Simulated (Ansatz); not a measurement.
Results of PBEsol (Ansatz, a quantum-chemistry and plane-wave program, PAW) for ZrSnTe (P4/nmm, No. 129, 6 atoms in the cell; start mp-9289).

Numerical settings: plane-wave cutoff 520 eV, 14×14×6 k mesh (along the axes of the cell as run), Fermi–Dirac smearing 0.05 eV, scalar-relativistic PAW data made under PBE.

Cell (relaxed at this level):

```cif
data_Sn2Te2Zr2
_chemical_formula_sum 'Zr2 Sn2 Te2'
_space_group_name_H-M_alt 'P 1'
_space_group_IT_number 1
_cell_length_a 4.04403
_cell_length_b 4.04403
_cell_length_c 8.67815
_cell_angle_alpha 90.000
_cell_angle_beta 90.000
_cell_angle_gamma 90.000
loop_
_space_group_symop_operation_xyz
  'x, y, z'
loop_
_atom_site_label
_atom_site_type_symbol
_atom_site_fract_x
_atom_site_fract_y
_atom_site_fract_z
_atom_site_occupancy
Zr1 Zr 0.50000 0.00000 0.26453 1
Zr2 Zr 0.00000 0.50000 0.73547 1
Sn1 Sn 0.00000 0.00000 0.00000 1
Sn2 Sn 0.50000 0.50000 0.00000 1
Te1 Te 0.50000 0.00000 0.61843 1
Te2 Te 0.00000 0.50000 0.38157 1
```

Question: Estimate the bulk modulus B0 that the calculation returns.

Answer: 
- bulk modulus B0: 93.2 GPa

The run finds no gap.

Note: the bulk modulus is −V dP/dV from two relaxed cells at ±2 % in volume; the relaxation could not lower the start's symmetry, so the cell can be a saddle point above a distorted one.

Spin–orbit coupling is not included; it can open a gap where bands touch, and shift volumes and moduli.

The computed numbers hold no vibrational or temperature effects.

Computing time: around 7 core-minutes (rough).

A start named mp-… is a Materials Project structure, which need not be a measured phase.
